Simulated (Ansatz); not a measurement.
**What biaxial strain −3.87 %, plane normal [001], relaxed out of plane does to HfN**

The parent structure is HfN in the rock salt structure (space group Fm-3m, No. 225; a = 4.502 Å; relaxed with 0.1 eV smearing). Axes: x, y, z lie along the cube axes.

The change: compressive biaxial strain of 3.87 % in the plane normal to [001], as in epitaxy on a mismatched substrate; the out-of-plane cell vector and the atoms relax.

Method: Ansatz (an electronic-structure program), PBEsol, PAW, cutoff 420 eV, no SOC. Settings: 22×22×22 k-points, 0.1 eV Fermi–Dirac smearing.

| quantity | base | changed | shift |
|---|---|---|---|
| volume per atom | 11.40 Å³ | 10.69 Å³ | -0.718 Å³ |
| space group | Fm-3m (No. 225) | I4/mmm (No. 139) | – |
| shortest interatomic distance | 4.254 bohr | 4.089 bohr | -0.165 bohr |
| energy relative to the base (free energy F) | 0 meV/atom | +87 meV/atom | +87 meV/atom |
| pressure (mean of the normal stresses, compression positive) | 0.0 GPa | 23.3 GPa | +23.3 GPa |
| band gap | zero | zero | – |
| out-of-plane strain | – | +1.41 % | – |
| ratio −ε⊥/ε∥ | – | 0.36 | – |
| mean in-plane stress (compression positive) | – | +35.0 GPa | – |

Final structure (turned so that z lies along the plane normal):

```yaml
crystal:
  lattice:
    - [3.06009, 0.00000, 0.00000]
    - [0.00000, 3.06009, 0.00000]
    - [1.53004, -1.53004, 2.28255]
  atoms:
    - { symbol: N, position: [0.00000, 0.00000, 0.00000] }
    - { symbol: Hf, position: [0.50000, 0.50000, 0.00000] }
```

Cost of the whole job for the changed cell (relaxation, final SCF and bands): around 4 core-minutes (rough).

Whether these cells are dynamically stable was not tested. All final runs are without spin polarisation. An odd electron count without spin: HfN.
